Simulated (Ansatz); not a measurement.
## A series of runs on CdF₂ (Fm-3m, 3 atoms in the cell)

```
CdF2
1.0
    0.00000     2.70592     2.70592
    2.70592     0.00000     2.70592
    2.70592     2.70592     0.00000
Cd F
1 2
Cartesian
  0.00000   0.00000   0.00000
  1.35296   1.35296   1.35296
  4.05888   4.05888   4.05888
```

Base run A: PBE (Ansatz, an electronic-structure program), self-consistent single point.

Its settings: kpoints.mp_grid.grid = 7 7 7; hamiltonian.xc = pbe; hamiltonian.pseudopotentials = {kind: paw} (the program's default PAW files); scf.occupations.method = fermi_dirac; scf.occupations.width = 0.05 eV.

The starting cell comes from a database of computed structures (which also holds hypothetical and non-ambient phases and stackings), without a prior relaxation at this level. Its lattice was rescaled by a random factor within 2.5 % of one. In the base run, with a pressure of about 4 GPa the cell is away from its equilibrium volume at this level. Ansatz's pressure includes its estimate of the finite-basis (Pulay) stress.

Absolute energies have different zeros for different potentials, functionals, Hubbard and dispersion terms and are not compared across them.

| run | change | pressure (GPa) | gap on the mesh (eV) |
|---|---|---|---|
| A | base | 3.93 | 3.111 |
| B | magnetization.noncollinear: default → true; magnetization.spin_orbit: default → true [PBE with spin-orbit coupling] | 3.91 | 3.107 |
| C | hamiltonian.pseudopotentials: {kind: paw} (the program's default PAW files) → {kind: paw_fr}; magnetization.noncollinear: default → true; magnetization.spin_orbit: default → false | 3.93 | 3.111 |
| D | hamiltonian.xc: pbe → lda; magnetization.noncollinear: default → true; magnetization.spin_orbit: default → true [LDA (PW92) with spin-orbit coupling] | -6.98 | 2.819 |

Run D against A: The pressure goes from 3.93 to -6.98 GPa and the gap on the mesh goes from 3.111 to 2.819 eV.

Run C against A: The pressure stays at 3.93 GPa and the gap on the mesh stays at 3.111 eV.

Run B against A: The pressure moves little (3.93 to 3.91 GPa) and the gap on the mesh hardly changes (3.111 to 3.107 eV).

Keys are those of Ansatz 0.2.
